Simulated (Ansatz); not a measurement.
**Effect of uniaxial strain ε_zz = +0.50 % on CdS**

The reference is CdS in the zinc blende structure (space group F-43m, No. 216; a = 5.878 Å). Axes: x, y, z lie along the cube axes.

The change: the cell is stretched by 0.50 % along z with no lateral relaxation, atoms relaxed at fixed cell.

Level of theory: r2SCAN, PAW, 500 eV (Ansatz, an electronic-structure program; scalar-relativistic without spin-orbit coupling). Settings: 10×10×10 k-points, 0.05 eV Fermi–Dirac smearing.

- Volume per atom = 25.51 Å³ (base 25.38 Å³)
- Space group = I-4m2 (No. 119) (base F-43m (No. 216))
- Shortest interatomic distance = 254.9 pm (base 254.5 pm)
- Energy relative to the base (free energy F) = +0.1 meV/atom
- Band gap = 1.53 eV (base 1.54 eV)
- Gap character = direct at Γ (base direct at Γ)
- Electron mass = 0.15 mₑ (at Γ) (base 0.15 mₑ (at Γ))
- Valence-band top at Γ (three highest levels, from the VBM) = 0.00, 0.00, -0.02 eV (base 0.00, 0.00, 0.00 eV)
- Stress (xx, yy, zz, yz, xz, xy; compression positive) = (-0.26, -0.26, -0.36, 0.00, 0.00, 0.00) GPa

Final structure:

```xyz
2
Lattice="0.0000 2.9388 2.9535 2.9388 0.0000 2.9535 2.9388 2.9388 0.0000" Properties=species:S:1:pos:R:3 pbc="T T T"
Cd     0.0000     0.0000     0.0000
S      1.4694     1.4694     1.4768
```

Effective masses come from finite differences of ±0.01 Å⁻¹. Stability against distortions was not tested. Labels are those of the standard path for the cell's own space group.
